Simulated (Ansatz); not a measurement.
## Converging the k-point mesh at a smearing width of 0.05 eV: Mg (P-3m1, 2 atoms in the cell)

```
Mg
1.0
    1.60018    -2.77160     0.00000
    1.60018     2.77160     0.00000
    0.00000     0.00000     5.19437
Mg
2
Direct
  0.33333   0.66667   0.25963
  0.66667   0.33333   0.75000
```

Computed with LDA (PW92), default PAW files made with PBE (plane waves; Ansatz, a quantum-chemistry and plane-wave program).

Base settings: basis.ecutwfc = 30.9 Ry; kpoints.mp_grid.grid = 12 12 7; hamiltonian.xc = lda; hamiltonian.pseudopotentials = {kind: paw} (the program's default PAW files); scf.occupations.method = fermi_dirac; scf.occupations.width = 0.0073 Ry.

In this ladder: scf.occupations.width = 0.0037 Ry.

The second cell is the first with its lattice scaled by 0.98.

Only quantities that move along the ladder and can be compared are tabulated.

The count of work is k-points × plane waves × bands × iterations; it is no time. 

The starting cell has typed, rounded lattice constants, without a prior relaxation at this level. Its lattice was rescaled by up to half a per cent. One atom was moved a little off its site on purpose. Ansatz's pressure includes its estimate of the finite-basis (Pulay) stress.

Steps (kpoints.mp_grid.grid): 4 4 3; 5 5 3; 6 6 3; 7 7 4; 9 9 5; 11 11 6; 13 13 7; 16 16 9; 19 19 10; 23 23 13; 28 28 15.

Q: What is the coarsest kpoints.mp_grid.grid that holds the free energy within 2 meV/atom of the last step, with all finer ones?

A: 19 19 10, at 0.33 of the last step's count of work; the step before is off by 2.4 meV/atom.

Q: What is the coarsest kpoints.mp_grid.grid that holds the forces within 0.02 eV/Å of the last step, with all finer ones?

A: 9 9 5, at 0.046 of the last step's count of work; the step before is off by 0.033 eV/Å.

Q: What is the coarsest kpoints.mp_grid.grid that holds the energy of the compressed cell less the first within 1 meV/atom of the last step, with all finer ones?

A: 9 9 5, at 0.046 of the last step's count of work; the step before is off by 1.6 meV/atom.

| kpoints.mp_grid.grid | free energy less the last step's (meV/atom) | energy of the compressed cell less the first (meV/atom) | pressure (GPa) | largest difference of a force vector from the last step's (eV/Å) | count of work / last |
|---|---|---|---|---|---|
| 4 4 3 | -53.92 | -10.27 | -2.23 | 0.012 | 0.0082 |
| 5 5 3 | -33.08 | -9.65 | -2.17 | 0.025 | 0.013 |
| 6 6 3 | 47.39 | -9.52 | -2.13 | 0.008 | 0.016 |
| 7 7 4 | -11.45 | -8.44 | -2.02 | 0.033 | 0.026 |
| 9 9 5 | 3.42 | -10.39 | -2.22 | 0.000 | 0.046 |
| 11 11 6 | -8.02 | -10.66 | -2.27 | 0.000 | 0.077 |
| 13 13 7 | 3.70 | -9.82 | -2.15 | 0.002 | 0.12 |
| 16 16 9 | 2.40 | -9.91 | -2.17 | 0.001 | 0.21 |
| 19 19 10 | 1.29 | -9.93 | -2.17 | 0.001 | 0.33 |
| 23 23 13 | 0.30 | -9.91 | -2.17 | 0.001 | 0.60 |
| 28 28 15 | 0.00 | -10.03 | -2.18 | 0.000 | 1.0 |

The energy difference between the two cells stays within 1 meV/atom of the last step's from 9 9 5 on, the total only from 23 23 13 on: much of the error is common to both cells and cancels.

Keys are those of Ansatz 0.2.
